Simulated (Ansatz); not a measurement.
## Ansatz run on SrGe₂Ru₂ (I4mm, 5 atoms in the cell): self-consistent single point

Method: LDA (PW92), default PAW files made with PBE (plane waves; Ansatz, a first-principles code).

Input:

Ansatz 0.2 input:
```yaml
crystal:
  lattice:
    - [-2.150036, 2.150036, 5.141289]
    - [2.150036, -2.150036, 5.141289]
    - [2.150036, 2.150036, -5.141289]
  atoms:
    - { symbol: Sr, position: [0.004863, 0.004863, 0.000000] }
    - { symbol: Ge, position: [0.642180, 0.642180, 0.000000] }
    - { symbol: Ge, position: [0.357820, 0.357820, 0.000000] }
    - { symbol: Ru, position: [0.750000, 0.250000, 0.500000] }
    - { symbol: Ru, position: [0.250000, 0.750000, 0.500000] }
basis:
  ecutwfc: 30.9 Ry
kpoints:
  mp_grid:
    grid: [8, 8, 8]
hamiltonian:
  xc: lda
  pseudopotentials:
    kind: paw
scf:
  occupations:
    method: fermi_dirac
    width: 0.0073 Ry
output:
  forces: true
  eigenvalues: true
  stress: true
```

Log, with long lists cut:

```
WARN ansatz: RAYON_NUM_THREADS=1 ignored (pool sized by the plan → 1); use --threads N
Pseudopotentials: kind: paw
Pseudopotential: Sr, paw, valence charge 10
Pseudopotential: Ge, paw, valence charge 14
Pseudopotential: Ru, paw, valence charge 16
Crystal: 5 atoms, lattice volume = 95.066 Å³
Basis set: ecut = 420.4159175005146 eV, 1865 PW (Γ)
Bands: 42, of which v1, the nominal top of the filled ones, is band 35 counted from 1 (34 counted from 0)
Symmetry: 8 space group operations
Space group: I4mm (ITA 107), of the structure as read, at distance tolerance 4.6e-5 Å
k-points: 59 of 512 (time reversal used)
PAW frozen core: Sr, regenerated for the run's functional, and the local potential with it
PAW frozen core: Ge, regenerated for the run's functional, and the local potential with it
PAW frozen core: Ru, regenerated for the run's functional, and the local potential with it
Initial density: superposition of atomic densities (neutral atoms: chi_scale 0, normalization atom), corrected by the library's trained network
Initial wavefunctions: pseudopotential atomic-orbital guess
Eigensolver: davidson
Functional: x = slater, c = lda
SCF iter   1: F=—  HF=-23394.891340 eV  |F-HF|=—  |Δ(HF+E_count)|=         —  Δρ=6.87e-3  dr2=3.72e-2  ethr=1.77e-3  ⟨swp⟩=7.0  Hψ=10161  notcnv=0
all-band conjugate gradients solve this SCF's bands
preconditioner: auto → Kerker (q_TF=auto, 2.593 Å⁻¹)
SCF iter   2: F=—  HF=-23394.888974 eV  |F-HF|=—  |Δ(HF+E_count)|=   2.37e-3  Δρ=4.20e-3  dr2=1.93e-2  ethr=5.31e-5  ⟨swp⟩=2.3  Hψ=3942  notcnv=0  defer=1
SCF iter   3: F=—  HF=-23394.885975 eV  |F-HF|=—  |Δ(HF+E_count)|=   3.00e-3  Δρ=1.28e-3  dr2=1.90e-3  ethr=2.76e-5  ⟨swp⟩=2.0  Hψ=3208  notcnv=0  defer=1
SCF iter   4: F=—  HF=-23394.885515 eV  |F-HF|=—  |Δ(HF+E_count)|=   4.60e-4  Δρ=5.36e-4  dr2=4.05e-4  ethr=2.71e-6  ⟨swp⟩=2.0  Hψ=3115  notcnv=0  defer=1
SCF iter   5: F=—  HF=-23394.885470 eV  |F-HF|=—  |Δ(HF+E_count)|=   4.55e-5  Δρ=2.09e-4  dr2=5.20e-5  ethr=5.79e-7  ⟨swp⟩=2.0  Hψ=4006  notcnv=0  defer=1
SCF iter   6: F=—  HF=-23394.885446 eV  |F-HF|=—  |Δ(HF+E_count)|=   2.39e-5  Δρ=5.22e-5  dr2=6.54e-6  ethr=7.43e-8  ⟨swp⟩=2.0  Hψ=4027  notcnv=0  defer=1
SCF iter   7: F=—  HF=-23394.885444 eV  |F-HF|=—  |Δ(HF+E_count)|=   1.58e-6  Δρ=1.41e-5  dr2=3.80e-7  ethr=9.34e-9  ⟨swp⟩=2.1  Hψ=3426  notcnv=0  defer=1
SCF iter   8: F=-23394.885444 eV  HF=-23394.885444 eV  |F-HF|=1.66e-8  |Δ(HF+E_count)|=   9.22e-8  Δρ=4.77e-6  dr2=2.91e-8  ethr=1.43e-10  ⟨swp⟩=6.9  Hψ=10829  notcnv=0
SCF 1 converged in 8 iterations: F = -23394.885444 eV  dr2 = 2.91e-8
SCF converged after 8 iterations
Free energy (F): -23394.885444 eV
Harris-Foulkes:  -23394.885444 eV  (|F-HF|=1.66e-8)
Internal energy: -23394.810013 eV  (E = F + TS)
E sigma→0 (E₀):  -23394.847729 eV
Entropy (-TS):   -0.075431 eV (-15.086 meV/atom)
Fermi energy:    13.368903 eV
--- Per-component energies (eV) ---
  E_band       = -587.990085
  E_kinetic    = 1507.518827
  E_local      = -9387.356589  (includes V_loc(G=0)·N_el)
  E_nonlocal   = 1752.240525
  E_hartree    = 3722.161223
  E_xc         = -703.291316
  E_vxc        = -772.828283  (∫ρ·V_xc dr)
  E_paw        = -13165.789632  (= ΣΔE_a)
  E_vpaw       = -1131.877502  (= ΣTr[D̂ρ^β])
  E_aug_tail   = 0.000070  (compensation charges beyond the density's cutoff)
  E_ewald      = -7125.547279
  E_core_change = 5.254158  (= ΣΔE_core)
  E_smearing   = -0.075431  (= −TS)
  E_closure    = -0.000000  (closes the sum)
  Σ components = -23394.885444   (vs F -23394.885444, Δ=0.00e0)
--- Forces (eV/Å), atoms counted from 1 ---
  atom   1  Sr     0.00000000     0.00000000    -0.18095600
  atom   2  Ge     0.00000000     0.00000000     0.02875600
  atom   3  Ge    -0.00000000    -0.00000000     0.04558220
  atom   4  Ru     0.00000000     0.00000000     0.05330724
  atom   5  Ru    -0.00000000    -0.00000000     0.05330724
  max |Σ_I F_I| component: 3.32e-6 eV/Å
--- Stress (GPa, compression-positive) ---
       -4.013298       0.000000      -0.000000
        0.000000      -4.013298       0.000000
       -0.000000       0.000000      -3.084637
  P = ⅓ Tr σ = -3.7037 GPa (-37.037 kbar)
  The stress holds the Pulay correction. Without it, at fixed plane waves, as pw.x and ABINIT print it: P = -3.7291 GPa
--- Band table (eV; the first three rows and the last of 59) ---
  k-point 0: bands = ["-58.4274", "-58.4017", "-28.6745", "-28.6745", "-28.5171", "-28.5171", "-28.4127", "-28.3771", "-21.2266", "-10.6695", "-10.6478", "-10.6478", "-10.6279", "-10.6279", "-10.6131", "-10.6122", "-10.6074", "-10.5869", "-10.5721", [...]
  k-point 1: bands = ["-58.4255", "-58.4036", "-28.6778", "-28.6495", "-28.5437", "-28.5148", "-28.4098", "-28.3794", "-21.2249", "-10.6699", "-10.6499", "-10.6494", "-10.6305", "-10.6294", "-10.6133", "-10.6106", "-10.6067", "-10.5859", "-10.5726", [...]
  k-point 2: bands = ["-58.4209", "-58.4081", "-28.6857", "-28.6075", "-28.5887", "-28.5095", "-28.4027", "-28.3849", "-21.2209", "-10.6707", "-10.6553", "-10.6532", "-10.6360", "-10.6328", "-10.6142", "-10.6080", "-10.6052", "-10.5831", "-10.5739", [...]
  k-point 58: bands = ["-58.4274", "-58.4017", "-28.6746", "-28.6746", "-28.5170", "-28.5170", "-28.4132", "-28.3769", "-21.2250", "-10.6690", "-10.6483", "-10.6483", "-10.6273", "-10.6273", "-10.6145", "-10.6133", "-10.6052", "-10.5846", [...]
```

The run converged in 8 iterations.

The starting cell comes from a database of computed structures (which also holds hypothetical and non-ambient phases and stackings), without a prior relaxation at this level. Its lattice was rescaled by up to half a per cent. One atom was moved a little off its site on purpose. Spin polarisation is off. With a pressure of about -4 GPa the cell is away from its equilibrium volume at this level. Ansatz's pressure includes its estimate of the finite-basis (Pulay) stress.
